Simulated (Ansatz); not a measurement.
Take PtGe (space group Pnma, No. 62; a = 5.8187 Å, b = 3.7571 Å, c = 6.1752 Å) as the base. Axes: x, y, z lie along a, b, c of the conventional cell.

(Cell as relaxed with PBE.)

Levels (all Ansatz, a quantum-chemistry and plane-wave program, PAW): PBE (420 eV, without spin-orbit coupling); r2SCAN (500 eV, scalar-relativistic without spin-orbit coupling).

Each level relaxes its own structure.

```
base                  PBE    r2SCAN
---------------  --------  --------
volume per atom  16.87 Å³  16.42 Å³
band gap             zero      zero
```

One thing is altered: tensile biaxial strain of 3.10 % in the plane normal to [001], as in epitaxy on a mismatched substrate; the out-of-plane cell vector and the atoms relax.

| quantity | PBE | r2SCAN |
|---|---|---|
| volume per atom | 17.35 Å³ | 16.90 Å³ |
| pressure (mean of the normal stresses, compression positive) | -3.6 GPa | -4.1 GPa |

PBE's volume per atom lies 0.45 Å³ above r2SCAN's (2.7 %); PBE's pressure lies 0.5 GPa above r2SCAN's. Neither level is exact; r2SCAN is the comparison here, not a measurement.

Without a gap, meshes like the base's 8×12×8 leave anisotropic stresses uncertain by several tenths of a GPa, and small strain energies with them. Whether these cells are dynamically stable was not tested. All final runs are without spin polarisation.
